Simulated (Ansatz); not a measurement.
# A computed series for GaN: pressure series

Start from GaN in the zinc blende structure (space group F-43m, No. 216).

```cif
data_GaN
_chemical_formula_sum 'N1 Ga1'
_space_group_name_H-M_alt 'P 1'
_space_group_IT_number 1
_cell_length_a 3.18064
_cell_length_b 3.18064
_cell_length_c 3.18064
_cell_angle_alpha 60.000
_cell_angle_beta 60.000
_cell_angle_gamma 60.000
loop_
_space_group_symop_operation_xyz
  'x, y, z'
loop_
_atom_site_label
_atom_site_type_symbol
_atom_site_fract_x
_atom_site_fract_y
_atom_site_fract_z
_atom_site_occupancy
N1 N 0.25000 0.25000 0.25000 1
Ga1 Ga 0.00000 0.00000 0.00000 1
```

Cell and atoms are relaxed at each pressure.

Computed with PBEsol (Ansatz, a program for electronic structure; PAW; 420 eV plane waves; no spin-orbit coupling).

Base values:

```
Item        Value
--------  -------
Band gap  1.70 eV
```

**Question.** The aim is a band gap between 2.63 eV and 2.84 eV. Which of these changes reaches it?
A. pressure −1 GPa
B. pressure 9 GPa
C. pressure 45 GPa

**Answer.** C, pressure 45 GPa. It gives 2.75 eV; pressure −1 GPa gives 1.67 eV; pressure 9 GPa gives 1.98 eV. Changes not listed may reach it too

Load acts through the strain it causes; cell and atoms are relaxed under it. Stability against distortions was not tested. Tetrahedral semiconductors of this kind turn to denser phases somewhere between about 1 and 50 GPa; those were not computed, so compressed cells here can lie past the real transition. This is not the structure that GaN has at room temperature and ambient pressure.
